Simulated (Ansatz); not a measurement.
The parent structure is HfS$_{2}$ in the CdI2 type structure (space group P-3m1, No. 164; a = 3.5475 Å, c = 5.5768 Å; layered, stacked along the Cartesian z axis). Axes: x lies along a and z along c of the hexagonal cell.

Method: PBEsol-D3(BJ)/PAW in Ansatz (a quantum-chemistry and plane-wave program), no spin-orbit coupling.

Base values:

```
Property   Result
--------  -------
Band gap  0.45 eV
```

The change: biaxial strain −3.00 %, plane normal [001], relaxed out of plane (Cartesian); in-plane vectors clamped, the third vector and the atoms free.

Task: What happens to the ratio −ε⊥/ε∥ and band gap?

Result: The ratio −ε⊥/ε∥ is 0.29; the band gap drops by 0.26 eV, from 0.45 eV to 0.19 eV.

Spin-orbit coupling, missing from the scalar runs, can matter with Hf. Stability against distortions was not tested. The zero or small gap of HfS2 under biaxial strain −3.00 %, plane normal [001], relaxed out of plane can change with the level of theory.
